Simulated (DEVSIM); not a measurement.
Device: abrupt Si p-n junction, at 300 K.

Layer 1 from the left is Si, thickness (μm) 0.660, Na (cm⁻³) 2.1e18, τn (s) 0.00011, τp (s) 0.00011. Layer 2 from the left is Si, thickness (μm) 4.60, Nd (cm⁻³) 8.7e16, τn (s) 0.00011, τp (s) 0.00011.

Left contact: ohmic. Right contact: ohmic. Voltage is applied to the left contact. Recombination: SRH at mid-gap, Auger. Mobility is constant in doping.

Constants are typed, rounded textbook-type inputs, not results; the design itself was drawn at random and stands for no fabricated device. Values at 300 K.

Si: gap (eV) 1.124, affinity (eV) 4.05, permittivity 11.7, Nc (cm⁻³) 2.86e19, Nv (cm⁻³) 3.1e19, μn (cm²/Vs) 1417, μp (cm²/Vs) 470, Cn (cm⁶/s) 2.8e-31, Cp (cm⁶/s) 9.9e-32.

Simulated with DEVSIM: 1D drift-diffusion, Boltzmann statistics, complete ionisation; no tunnelling, impact ionisation, image-force lowering or self-heating.

Question: What does the simulation give for the dark forward voltage at 100 A/cm², the potential step across the device at zero bias, the largest field in the device at zero bias, the dark forward voltage at 1 A/cm²?

Answer: dark forward voltage at 100 A/cm² 0.775 V; potential step across the device at zero bias 0.905 V; largest field in the device at zero bias 150000 V/cm; dark forward voltage at 1 A/cm² 0.653 V.
